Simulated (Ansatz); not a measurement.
LaSi (Pnma, No. 62)

All values below come from r²SCAN in Ansatz (plane waves, PAW).

Numerical settings: plane-wave cutoff 500 eV, 6×10×8 k mesh (along the axes of the cell as run), Fermi–Dirac smearing 0.05 eV, scalar-relativistic PAW data made under PBE.

Cell (relaxed at this level):

```
CELL_PARAMETERS angstrom
      8.49616     0.00000     0.00000
      0.00000     4.01045     0.00000
      0.00000     0.00000     6.07352
ATOMIC_POSITIONS crystal
  La 0.67975 0.25000 0.38701
  La 0.32025 0.75000 0.61299
  La 0.82025 0.75000 0.88701
  La 0.17975 0.25000 0.11299
  Si 0.53308 0.25000 0.88407
  Si 0.46692 0.75000 0.11593
  Si 0.96692 0.75000 0.38407
  Si 0.03308 0.25000 0.61593
```

- band gap: zero (no gap)

Spin–orbit coupling is not included.

Computed values are for the static lattice.

Ansatz is a first-principles code.
